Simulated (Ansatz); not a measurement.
Take NbP in the CsCl type structure (space group Pm-3m, No. 221; a hypothetical phase, not in the database extracts checked; relaxed with 0.1 eV smearing) as the base.

```
CELL_PARAMETERS angstrom
      3.11010     0.00000     0.00000
      0.00000     3.11010     0.00000
      0.00000     0.00000     3.11010
ATOMIC_POSITIONS crystal
  Nb 0.00000 0.00000 0.00000
  P  0.50000 0.50000 0.50000
```

Cartesian axes are those of the cell as printed.

Method: PBE in Ansatz (plane waves to 420 eV, PAW, scalar-relativistic without spin-orbit coupling).

Modification: uniaxial strain ε_yy = −1.60 %, all other strain components held at zero, atoms relaxed at fixed cell.

Task: Predict the stress tensor and what it implies for the stiffness.

Result: Stress of the strained cell less that of the base (GPa, compression positive):
```
    1.8     0.0     0.0
    0.0     6.1     0.0
    0.0     0.0     1.8
```

Then −Δσ_ii/ε with ε = -0.0160 gives secant stiffness values (nonlinear terms included at this strain): C22 ≈ 380 GPa, C12 ≈ 110 GPa and C23 ≈ 110 GPa.

As a check, the harmonic strain energy −½ V₀ Δσ:ε is 4.6 meV/atom; the computed energy rise is 4.5 meV/atom.

Stability against distortions was not tested. The final runs are not spin-polarised.

Ansatz is an electronic-structure program.
